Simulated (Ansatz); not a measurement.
# BAs, carrier doping

Consider BAs in the zinc blende structure (space group F-43m, No. 216; a = 4.8094 Å).

Carriers are added at fixed cell with a uniform background; the Fermi–Dirac width is that of 300 K.

All numbers come from PBE (Ansatz, a first-principles code; PAW; 420 eV plane waves; without spin-orbit coupling), earlier PAW set.

Notes on the quantities. Fermi level from band edge: Fermi level relative to the doped band's edge (positive inside the band; to 0.05 eV).

```tsv
hole density (10^21 cm⁻³)	Fermi level from band edge (eV)
1	0.30
2	0.50
3	?
5	0.85
```

Task: Fit E_F = C n^s, fitted as a line in log–log form (a parabolic band gives s = 2/3) to the rows shown and predict the withheld row.

Result: Least squares on the printed values gives C = 0.31 eV, s = 0.64 (largest residual 0.02 eV); this predicts 0.62 eV, and the run gives 0.65 eV, in agreement.

Charged cell with a jellium background: band edges are those of the host's band count, energies are not comparable with the neutral cell, and many-body gap narrowing is missing. Whether these cells are dynamically stable was not tested.
